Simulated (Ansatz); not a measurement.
The starting structures come from a database of crystals and need not be the phases stable at ambient conditions.

```
MgO
1.0
    3.32288     0.00000     0.00000
   -1.66144     2.87942     0.00000
    0.00000     0.00504    15.46054
Mg O
6 6
Direct
  0.66690   0.33380   0.64800
  0.66660   0.33320   0.97920
  0.00000   0.00000   0.81380
  0.00120   0.00240   0.48210
  0.99880   0.99760   0.14740
  0.33320   0.66640   0.31390
  0.66670   0.33340   0.85160
  0.66770   0.33540   0.52040
  0.99970   0.99940   0.01840
  0.00010   0.00020   0.68600
  0.00000   0.00000   0.35310
  0.33220   0.66440   0.18610
```

Space group of this cell: Cm. The cell is strained (lengths across the current scaled by 1.02, ions clamped); by r2SCAN its mean pressure is -4.6 GPa.

Transport runs along the normal of the first two printed cell vectors.

The gap is the functional's own, uncorrected, and κ follows it; spin-orbit coupling is left out. Mid-gap values are interpolated between the computed energies.

Q: State the band gap and the smallest decay constant κ at mid-gap according to r2SCAN (Ansatz, a program for electronic structure).

A: Gap 4.00 eV on a 10×10×2 mesh; κ = 0.313 1/Å, at the zone centre.
